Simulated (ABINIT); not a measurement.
Input and output of a self-consistent single point for FeO (R3m, 4 atoms in the cell) (ABINIT).

Method: PBEsol, norm-conserving pseudopotentials (PseudoDojo nc-sr-04 PBEsol standard) (plane waves; ABINIT).

```
FeO
1.0
    4.31701     2.15850     2.15850
    2.15850     4.31701     2.15850
    2.15850     2.15850     4.31701
Fe O
2 2
Direct
  0.00334   0.00334   0.00334
  0.50000   0.50000   0.50000
  0.25000   0.25000   0.25000
  0.75000   0.75000   0.75000
```
Moments meant for the start (each program seeds them in its own way; μB, in the order of the atoms Fe Fe O O): 4.0 -4.0 0.0 0.0.

Reference input (self-consistent single point, DFT, PBEsol, plane waves, norm-conserving pseudopotentials (PseudoDojo nc-sr-04 PBEsol standard)): pseudos = [Fe.upf, O.upf]; ecut = 45 Ha; ixc = -116133; nsppol = 2; occopt = 3; tsmear = 0.00036749 Ha; ngkpt = 4 4 4; nshiftk = 1; shiftk = 0 0 0; potentials = PseudoDojo nc-sr-04 PBEsol standard; nband = 29; kptopt = 1. This run's input differs from it in these lines:

```diff
@@ -27,3 +27,3 @@
 tsmear 0.00036749
-nband 29
+nband 22
 kptopt 1
```

The program printed (abridged):

```
--- !BeginCycle
solver: {iscf: 7, nstep: 50, nline: 4, wfoptalg: 0, }
tolerances: {tolvrs: 1.00E-12, }
...

     iter   Etot(hartree)     deltaE(h) residm    vres2    magn
 ETOT  1  -280.86005455006    -2.81E+02 2.03E-01 3.18E+04 0.000
 ETOT  2  -268.02165256000     1.28E+01 3.47E-01 4.29E+05 0.000
 ETOT  3  -279.98523402614    -1.20E+01 1.68E-01 8.24E+04 0.000
 ETOT  4  -282.23720549387    -2.25E+00 5.15E-02 2.38E+04 0.000
 ETOT  5  -282.85282028882    -6.16E-01 1.43E-02 8.81E+03 0.000
   [... 41 lines left out ...]
 ETOT 47  -283.36709168297    -1.39E-05 2.21E-05 8.79E-01 0.000
 ETOT 48  -283.36709849583    -6.81E-06 1.04E-05 9.69E-01 0.000
 ETOT 49  -283.36710594525    -7.45E-06 2.05E-05 9.06E-01 0.000
 ETOT 50  -283.36710411386     1.83E-06 9.74E-06 1.40E+00 0.000

 Cartesian components of stress tensor (hartree/bohr^3)
  sigma(1 1)=  3.65154272E-04  sigma(3 2)= -9.31435805E-05
  sigma(2 2)=  3.65154272E-04  sigma(3 1)= -9.31435805E-05
  sigma(3 3)=  3.65154272E-04  sigma(2 1)= -9.31435805E-05
 scprqt:  WARNING -
  nstep=   50 was not enough SCF cycles to converge;
  potential residual=  1.402E+00 exceeds tolvrs=  1.000E-12

 Integrated electronic and magnetization densities in atomic spheres:
 Radius=ratsph(iatom), smearing ratsm=  0.0000. Diff(up-dn)=approximate z local magnetic moment.
 Atom    Radius    up_density   dn_density  Total(up+dn)  Diff(up-dn)
   [... lines left out ...]
 Total magnetization (from the atomic spheres):             0.003732
 Total magnetization (exact up - dn):                      -0.000000
 Fermi (or HOMO) energy (hartree) =   0.38914   Average Vxc (hartree)=  -0.47194
   [... lines left out ...]
 prteigrs : prtvol=0 or 1, do not print more k-points.

--- !EnergyTerms
kinetic             :  1.37805895243849E+02
hartree             :  7.52831136716717E+01
xc                  : -4.35282030860725E+01
Ewald energy        : -1.89692946115479E+02
psp_core            :  6.89728056420813E+00
local_psp           : -2.50343616104118E+02
non_local_psp       : -1.97886282879237E+01
internal            : -2.83367104113864E+02
'-kT*entropy'       : -7.25814348164916E-15
total_energy        : -2.83367104113864E+02
total_energy_eV     : -7.71081104333895E+03
band_energy         : -2.66358911249366E+01
...

-Cartesian components of stress tensor (GPa)         [Pressure= -1.0743E+01 GPa]
- sigma(1 1)=  1.07432078E+01  sigma(3 2)= -2.74037829E+00
- sigma(2 2)=  1.07432078E+01  sigma(3 1)= -2.74037829E+00
- sigma(3 3)=  1.07432078E+01  sigma(2 1)= -2.74037829E+00

 Calculation completed.
```

The run ended unconverged after 50 iterations. 

The starting cell has typed, rounded lattice constants, without a prior relaxation at this level. Its lattice was rescaled by up to half a per cent. One atom was moved a little off its site on purpose.

Cost on one core of a shared machine: roughly 9 min.
